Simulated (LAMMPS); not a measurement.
Pressure dependence of SiC (zinc blende) at 1740 K, from the crystal.

Method: classical MD, pair style tersoff, file SiC_Erhart-Albe.tersoff, run in LAMMPS.

```tsv
P (GPa)	state	volume	coordination number of C by Si
0	crystal; no diffusion seen in 30 ps	10.9083 ± 0.0009 Å³/atom	4.00 (counted to 2.74 Å)
2	crystal; no diffusion seen in 30 ps	10.8260 ± 0.0008 Å³/atom	4.00 (counted to 2.74 Å)
5	crystal; no diffusion seen in 30 ps	10.7073 ± 0.0009 Å³/atom	4.00 (counted to 2.74 Å)
```

Caution: a run this short can hold a crystal over, or a liquid under, the potential's own melting point, which these runs don't give.

Estimate the isothermal bulk modulus at zero pressure. A parabola P(ln V) through the three points gives −dP/d ln V = 260 GPa at zero pressure.

States go by the mean squared displacement: a species diffuses where it passes 1.5 Å², still rises and gives D over 1e-6 cm²/s; a crystal has left its structure where atoms lie 0.35 Å off their sites on average or a cubic box changes its shape by 3 %, or the axial ratios of another lie 8 % off the starting cell's, which the potential's own relaxation can also do.

Errors shown are sampling errors alone.
